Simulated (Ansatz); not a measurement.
**Response to strain in SnO**

Base system: SnO (space group P4/nmm, No. 129; layered, stacked along the Cartesian z axis; relaxed with 0.1 eV smearing).

```
CELL_PARAMETERS angstrom
      3.76851     0.00000     0.00000
      0.00000     3.76851     0.00000
      0.00000     0.00000     4.55708
ATOMIC_POSITIONS crystal
  Sn 0.50000 0.00000 0.74617
  Sn 0.00000 0.50000 0.25383
  O  0.50000 0.50000 0.00000
  O  0.00000 0.00000 0.00000
```

Cartesian axes are those of the cell as printed.

Strains are applied to the cell and any free atomic positions relax.

Computed with PBEsol-D3(BJ) (Ansatz, an electronic-structure program; PAW; 420 eV plane waves; scalar-relativistic without spin-orbit coupling).

Notes on the quantities. energy relative to the base: free energy F.

```csv
variant,volume per atom,energy relative to the base
base,16.18 Å³,0 meV/atom
uniaxial strain ε_zz = −3.00 %,15.69 Å³,+3.1 meV/atom
uniaxial strain ε_zz = −2.40 %,15.79 Å³,?
uniaxial strain ε_zz = −1.80 %,15.89 Å³,?
uniaxial strain ε_zz = −1.20 %,15.99 Å³,?
uniaxial strain ε_zz = −0.60 %,16.08 Å³,+0.1 meV/atom
```

Problem. Fill in the withheld entries from the trend.

Solution. 
- uniaxial strain ε_zz = −2.40 %, energy relative to the base: +1.9 meV/atom
- uniaxial strain ε_zz = −1.80 %, energy relative to the base: +1.1 meV/atom
- uniaxial strain ε_zz = −1.20 %, energy relative to the base: +0.5 meV/atom

No phonon test of stability was made. All final runs are without spin polarisation.
